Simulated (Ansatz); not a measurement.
**SnS in the GeS type structure (space group Pnma, No. 62)**

```
CELL_PARAMETERS angstrom
     11.15548     0.00000     0.00000
      0.00000     3.99991     0.00000
      0.00000     0.00000     4.26082
ATOMIC_POSITIONS crystal
  Sn 0.61842 0.75000 0.61176
  Sn 0.88158 0.25000 0.11176
  Sn 0.38158 0.25000 0.38824
  Sn 0.11842 0.75000 0.88824
  S  0.35287 0.75000 0.97526
  S  0.14713 0.25000 0.47526
  S  0.64713 0.25000 0.02474
  S  0.85287 0.75000 0.52474
```

Method: PBE-D3(BJ) (Ansatz, a first-principles code), no spin-orbit coupling, earlier PAW set. Settings: 3×8×8 k-points, 0.05 eV Fermi–Dirac smearing.

| Property | Value |
|---|---|
| Volume per atom | 23.77 Å³ |
| Density | 5.27 g/cm³ |
| Band gap | 0.70 eV, indirect, Γ–Z (83 % along) → Y–Γ (33 % along) |
| Electron mass | 2.7 mₑ along a, 0.13 mₑ along b, 0.21 mₑ along c |
| Total energy | -3463.967 eV/atom (σ→0; compares only within this code and set-up) |

Masses are band curvatures over ±0.01 Å⁻¹ around the edge. No phonon test of stability was made.
